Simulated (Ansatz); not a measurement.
Start from GaN in the rock salt structure (space group Fm-3m, No. 225).

```
CELL_PARAMETERS angstrom
      0.00000     2.10973     2.10973
      2.10973     0.00000     2.10973
      2.10973     2.10973     0.00000
ATOMIC_POSITIONS crystal
  Ga 0.00000 0.00000 0.00000
  N  0.50000 0.50000 0.50000
```

Level of theory: Ansatz (a quantum-chemistry and plane-wave program), PBEsol, PAW, cutoff 420 eV, scalar-relativistic without spin-orbit coupling.

Before the change:

* **Gap between the host's bands**: 0.54 eV
* **Gap character**: indirect, K–Γ (52 % along) → X

Modification: 0.376 electrons added to each cell, a density of 2.0×10^22 cm⁻³, with a uniform compensating background at fixed cell and a 300 K Fermi–Dirac width.

Problem. What happens to the gap between the host's bands, Fermi level from band edge and gap character?

Solution. The gap between the host's bands decreases by 0.02 eV, from 0.54 eV to 0.52 eV; the Fermi level relative to the doped band's edge (positive inside the band; to 0.05 eV) comes out as +3.15 eV; the gap character stays indirect, K–Γ (52 % along) → X.

Carriers are added with a uniform compensating background; total energy and stress of such cells depend on the potential's zero and are not compared; many-body gap narrowing is missing at this level. Whether these cells are dynamically stable was not tested. This is not the structure that GaN has at room temperature and ambient pressure.
